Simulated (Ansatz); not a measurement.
Base system: NaF in the rock salt structure (space group Fm-3m, No. 225).

```xyz
2
Lattice="0.0000 2.3145 2.3145 2.3145 0.0000 2.3145 2.3145 2.3145 0.0000" Properties=species:S:1:pos:R:3 pbc="T T T"
Na     0.0000     0.0000     0.0000
F      2.3145     2.3145     2.3145
```

Cartesian axes are those of the cell as printed.

Level of theory: PBEsol (Ansatz, a program for electronic structure), no spin-orbit coupling.

Base values:

Band gap: 6.20 eV

Perturbation: biaxial strain +0.42 %, plane normal [111], relaxed out of plane (Cartesian); in-plane vectors clamped, the third vector and the atoms free.

Problem. Predict the new out-of-plane strain.

Solution. The out-of-plane strain is -0.29 %.

Problem. What does the calculation give for the energy relative to the base after the change?

Solution. The energy hardly moves.

Problem. Estimate the effect on the band gap.

Solution. The band gap drops by 0.04 eV, from 6.20 eV to 6.16 eV.

Whether these cells are dynamically stable was not tested.
